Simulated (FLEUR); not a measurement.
Worked example: self-consistent single point of NaLu3 (Fm-3m, 4 atoms in the cell) in FLEUR.

Level of theory: PBEsol, all-electron FLAPW (FLEUR), scalar-relativistic valence.

```
NaLu3
1.0
    0.00000     3.88444     3.88444
    3.88444     0.00000     3.88444
    3.88444     3.88444     0.00000
Na Lu
1 3
Direct
  0.00000   0.00000   0.00000
  0.25000   0.25000   0.25000
  0.75000   0.75000   0.75000
  0.50000   0.50000   0.50000
```

Reference input (self-consistent single point, DFT, LDA (Vosko-Wilk-Nusair), all-electron FLAPW (FLEUR), scalar-relativistic valence): Kmax = 3.8 1/bohr; GmaxXC = 15.2 1/bohr; xcFunctional = vwn; jspins = 1; l_soc = F; mode = gauss; fermiSmearingEnergy = 0.00367493 Htr; mesh (inpgen div1-3) = 8 8 8; inpgen gamma flag = true; Gmax = 15.2 1/bohr; numbands = 0; maxIterBroyd = 15. This run's input differs from it in these lines:

```diff
@@ -16,3 +16,3 @@
 &comp jspins=1 /
-&exco xctyp='vwn' /
+&exco xctyp='PBEs' /
 &kpt div1=8 div2=8 div3=8 gamma=t /
@@ -29,3 +29,3 @@
       <coreElectrons ctail="T" frcor="F" kcrel="0" coretail_lmax="0"/>
-      <xcFunctional name="vwn" relativisticCorrections="F"/>
+      <xcFunctional name="PBEs" relativisticCorrections="F"/>
       <magnetism jspins="1"/>
```

Output (repeated stretches shortened):

```
 Iteration:     1   Distance:       6.71660966 me/bohr^3
 Iteration:     2   Distance:       5.83218974 me/bohr^3
 Iteration:     3   Distance:       3.26963853 me/bohr^3
 Iteration:     4   Distance:       1.06995996 me/bohr^3
 Iteration:     5   Distance:       0.77307182 me/bohr^3
   [... 9 lines left out ...]
 Iteration:    15   Distance:       0.00006167 me/bohr^3
 Iteration:    16   Distance:       0.00005401 me/bohr^3
 Iteration:    17   Distance:       0.00002939 me/bohr^3
 Iteration:    18   Distance:       0.00000461 me/bohr^3
 Run finished successfully
 Stop message:
   Structural relaxation: Done

[file out, last iteration]
             iter=     19
[...]
          total density-effective poten   -7.5741105249E+04
          total charge density-energy d   -9.0723783353E+02
 Updated energy parameters for spin:           1
[...]
 fermi energy and band-weighting factors:
   [... 5 lines left out ...]

[...]
FERMIE:
          first approx. to ef    (T=0)  :   0.235071 htr   (energy of the highest occ. eigenvalue)
          number of occ. states  (T=0)  :       1222
          first approx. to seigv (T=0)  : -29.178942 htr
          sum of weights of occ. states :  42.007812
          sum of semicore charge        :   0.000000 e
          fermi energy=   0.23469 har   work function=  -6.38636 ev
          number of valence electrons=  84.00000
   [... lines left out ...]
          total moment                 =     0.00000
 Direct bandgap for spin            1 :    9.8794733726043638E-003  Htr
 ---->    free energy=                    -43892.0638970147 htr
   [... lines left out ...]
 TOTAL FORCE FOR ATOM TYPE=  1  X=  0.000   Y=  0.000   Z=  0.000
                       FX_TOT= 0.000000 FY_TOT= 0.000000 FZ_TOT= 0.000000
 TOTAL FORCE FOR ATOM TYPE=  2  X=  3.670   Y=  3.670   Z=  3.670
                       FX_TOT= 0.000000 FY_TOT= 0.000000 FZ_TOT= 0.000000
 TOTAL FORCE FOR ATOM TYPE=  3  X=  7.341   Y=  7.341   Z=  7.341
                       FX_TOT= 0.000000 FY_TOT= 0.000000 FZ_TOT= 0.000000
 Structural relaxation: Done
```

The run converged in 18 iterations. FLEUR gives forces in its relaxation mode, with a further iteration, so its stop message speaks of a relaxation. 

The starting cell comes from a database of computed structures (which also holds hypothetical and non-ambient phases and stackings), without a prior relaxation at this level. Spin-orbit coupling is off. Values depend on the basis (sphere radii, cutoffs, local orbitals), which need not be converged. The log's line on a gap gives a spacing of levels on this mesh, which the program prints for metals too.

Cost on one core of a shared machine: roughly 2 min.
